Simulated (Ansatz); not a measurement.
Partial pair distribution functions of a relaxed model of amorphous Ge20S40Cu4, broadened by 0.06 Å; density 3.32 g/cm³. Calculation: PBE-D3(BJ), scalar-relativistic without spin-orbit coupling (plane waves to 420 eV, PAW; Ansatz, a first-principles code).

It comes from a melt-quench run on a machine-learned potential (CHGNet), relaxed afterwards by DFT. The hot cell started wider than the set density and was brought back towards it in steps. It is the lowest in DFT energy of 3 quenches. It is a model cell: composition and starting density were chosen by hand, and all elements were melted together. The geometry includes D3(BJ) dispersion. Its density started from a set value of 2.91 and ended at 3.32 g/cm³. The quench (nominally 64 K/ps over its main leg) was far faster than any real one, so the model tends to hold more defects than a real film. A cell of this size samples the disorder only roughly. Volume and shape were free in the relaxation.

```
r (Å)  g Ge-S  g S-Cu  g Ge-Ge  g S-S
-----  ------  ------  -------  -----
1.90     0.00    0.00     0.00   0.02
2.00     0.05    0.02     0.00   0.44
2.10     1.26    1.13     0.00   0.78
2.20     6.93    5.77     0.00   0.14
2.30     6.87    8.48     0.00   0.00
2.40     2.75    4.12     0.00   0.00
2.50     1.39    0.40     0.00   0.00
2.60     0.65    0.00     0.00   0.00
2.70     0.29    0.00     0.00   0.01
2.80     0.25    0.00     0.05   0.10
2.90     0.19    0.00     0.45   0.22
3.00     0.43    0.00     0.75   0.28
3.10     0.41    0.10     1.23   0.75
3.20     0.31    0.51     0.65   1.18
3.30     0.51    0.50     0.40   1.65
3.40     0.76    0.37     1.89   1.95
3.50     0.58    1.10     2.99   2.38
3.60     0.76    1.84     2.31   2.47
3.70     1.11    0.97     0.96   2.82
3.80     0.85    0.88     1.08   2.62
3.90     0.72    2.11     1.52   1.70
4.00     0.87    1.72     1.20   1.52
4.10     1.15    1.07     1.18   1.24
4.20     1.11    0.51     0.95   0.77
4.30     0.92    0.51     0.55   0.60
4.40     0.67    0.68     0.25   0.55
4.50     0.87    0.86     0.41   0.63
4.60     0.97    0.65     0.35   0.54
4.70     0.78    0.48     0.34   0.48
4.80     0.65    0.30     0.76   0.60
4.90     0.90    0.81     0.71   0.52
5.00     1.33    1.16     1.20   0.51
5.10     1.52    1.30     1.32   0.66
5.20     1.39    1.58     0.93   0.70
5.30     1.43    1.75     1.26   0.70
5.40     1.59    1.15     0.85   0.87
```

Within 2.74 Å each Ge has 3.55 S neighbours on average.
